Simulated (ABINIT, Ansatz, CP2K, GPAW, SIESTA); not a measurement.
# One structure in several programs: C₃N₄ (P-43m, 7 atoms in the cell)

Band-structure calculation.

```xyz
7
Lattice="3.4568 0.0000 0.0000 0.0000 3.4568 0.0000 0.0000 0.0000 3.4568" Properties=species:S:1:pos:R:3 pbc="T T T"
C      0.0000     0.0000     1.7284
C      1.7284     0.0000     0.0000
C      0.0000     1.7284     0.0000
N      0.8493     0.8493     2.6075
N      0.8493     2.6075     0.8493
N      2.6075     2.6075     2.6075
N      2.6075     0.8493     0.8493
```

Shared settings, as Ansatz (a program for electronic structure) writes them: kpoints.mp_grid.grid = 10 10 10; scf.occupations.method = fixed. Potentials and cutoffs stand in the table.

```json
[
 {"code": "SIESTA", "model": "GGA PBEsol, numerical atomic orbitals DZP, PseudoDojo PBEsol standard norm-conserving potentials (rewritten from UPF to PSML)", "gap along the path (eV)": "2.38", "smallest direct gap (eV)": "2.38", "cutoff": "grid 300 Ry"},
 {"code": "CP2K", "model": "PBEsol, GPW, DZVP-MOLOPT-SR-GTH basis, GTH-PBE potentials (GTH_POTENTIALS)", "gap along the path (eV)": "2.41", "smallest direct gap (eV)": "2.41", "cutoff": "grid 400 Ry"},
 {"code": "ABINIT", "model": "PBEsol, PAW (JTH v2.0 PBE PAW, files made for PBE)", "gap along the path (eV)": "2.37", "smallest direct gap (eV)": "2.37", "cutoff": "26 Ha"},
 {"code": "Ansatz", "model": "PBEsol, PAW files made with PBE", "gap along the path (eV)": "2.38", "smallest direct gap (eV)": "2.38", "cutoff": "default"},
 {"code": "GPAW", "model": "PBEsol, GPAW PAW datasets PBEsol (made by gpaw-setup)", "gap along the path (eV)": "2.39", "smallest direct gap (eV)": "2.39", "cutoff": "950 eV"}
]
```

The spread over the programs that give each value: gap along the path within 0.04 eV; smallest direct gap within 0.04 eV.

SIESTA and CP2K use small atom-centred bases, whose incompleteness enters pressures, forces and empty levels differently from a plane-wave cutoff.

The starting cell comes from a database of computed structures (which also holds hypothetical and non-ambient phases and stackings), without a prior relaxation at this level.

Left out of this page: Quantum ESPRESSO, Elk and FLEUR (not drawn, or without a comparable value).

Keys are those of Ansatz 0.2.
